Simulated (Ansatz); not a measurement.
Base system: TiO2 in the rutile structure (space group P4_2/mnm, No. 136; a = 4.6434 Å, c = 2.9638 Å). Axes: x, y, z lie along a, b, c of the conventional cell.

Method: PBE/PAW in Ansatz (a quantum-chemistry and plane-wave program), without spin-orbit coupling.

The change: an isotropic linear strain of +1.80 %; the atoms relax in the strained cell.

Question: Predict the stress tensor and what it implies for the stiffness.

Answer: Stress of the strained cell less that of the base (GPa, compression positive):
```
  -8.81    0.00    0.00
   0.00   -8.81    0.00
   0.00    0.00  -12.44
```

Then B = −ΔP/(ΔV/V₀) with ΔV/V₀ = 0.0550 gives secant stiffness values (nonlinear terms included at this strain): B (at held cell shape, above the free-shape value) ≈ 182 GPa.

As a check, the harmonic strain energy −½ V₀ Δσ:ε is 18 meV/atom; the computed energy rise is 19 meV/atom.

Whether these cells are dynamically stable was not tested. The final runs are not spin-polarised.
